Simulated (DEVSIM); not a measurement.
Structure: abrupt InP n-p junction, at 400 K.

Layer 1 from the left is InP, thickness (μm) 3.00, Nd (cm⁻³) 8.7e16, τn (s) 3.1e-8, τp (s) 3.1e-8. Layer 2 from the left is InP, thickness (μm) 32.0, Na (cm⁻³) 8.5e16, τn (s) 3.1e-8, τp (s) 3.1e-8.

Left contact: ohmic. Right contact: ohmic. Voltage is applied to the left contact. Recombination: SRH at mid-gap, Auger. Mobility is constant in doping.

This is a model device: material constants are rounded textbook-type values typed into the input, and sizes, dopings and lifetimes were drawn at random. Values at 300 K; Nc and Nv go as T^1.5, mobilities as T to minus their exponent, the gap by Varshni's rule with the affinity fixed.

InP: gap (eV) 1.344, affinity (eV) 4.38, permittivity 12.5, Nc (cm⁻³) 5.7e17, Nv (cm⁻³) 1.1e19, μn (cm²/Vs) 5200, μp (cm²/Vs) 170, T exponent of μn 2, T exponent of μp 2, Cn (cm⁶/s) 9e-31, Cp (cm⁶/s) 9e-31, Varshni α (eV/K) 0.000363, Varshni β (K) 162.

Task: Estimate by hand the built-in potential, the peak field at zero bias, the capacitance at 1.5 V, and compare with a numerical solution.

Result: 
- Built-in potential: ni = √(Nc Nv) exp(−Eg/2kT) = 2.11e10 cm⁻³ with Eg = 1.311 eV; Vbi = kT/q ln(Na Nd/ni²) = 1.049 V; numerical 1.049 V.
- Peak field at zero bias: depletion approximation: W = √(2εVbi/(qN)) = 0.184 μm with N = 4.30e16 cm⁻³; field = 2Vbi/W = 114000 V/cm; numerical 110000 V/cm (estimate above by 3.4 %).
- Capacitance at 1.5 V: C = √(qεN / 2(Vbi + |V|)) = 38.7 nF/cm²; numerical 39.2 nF/cm² (estimate below by 1.4 %).

Simulated with DEVSIM: 1D drift-diffusion, Boltzmann statistics, complete ionisation; no tunnelling, impact ionisation, image-force lowering or self-heating.
